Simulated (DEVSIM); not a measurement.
System: Schottky contact on n-type GaAs, at 300 K.

Layer 1 from the left is GaAs, thickness (μm) 5.90, Nd (cm⁻³) 1.5e17, τn (s) 3e-10, τp (s) 3e-10.

Left contact: Schottky, work function 5.27 eV, emission velocity 8e6 cm/s. Right contact: ohmic. Voltage is applied to the left contact. Recombination: SRH at mid-gap, Auger. Mobility is constant in doping.

This is a model device: material constants are rounded textbook-type values typed into the input, and sizes, dopings and lifetimes were drawn at random. Values at 300 K.

GaAs: gap (eV) 1.424, affinity (eV) 4.07, permittivity 12.9, Nc (cm⁻³) 4.7e17, Nv (cm⁻³) 9e18, μn (cm²/Vs) 8500, μp (cm²/Vs) 400, Cn (cm⁶/s) 1e-30, Cp (cm⁶/s) 1e-30.

DEVSIM, 1D drift-diffusion, Boltzmann statistics, complete ionisation; no tunnelling, impact ionisation, image-force lowering or self-heating. Metal contacts follow the ideal Schottky-Mott rule: no Fermi-level pinning, no interface dipoles.

Question: What does the simulation give for the dark forward voltage at 1 A/cm², the dark forward voltage at 100 A/cm², the potential step across the device at zero bias, the largest field in the device at zero bias?

Answer: dark forward voltage at 1 A/cm² 0.856 V; dark forward voltage at 100 A/cm² 0.976 V; potential step across the device at zero bias 1.170 V; largest field in the device at zero bias 220000 V/cm.
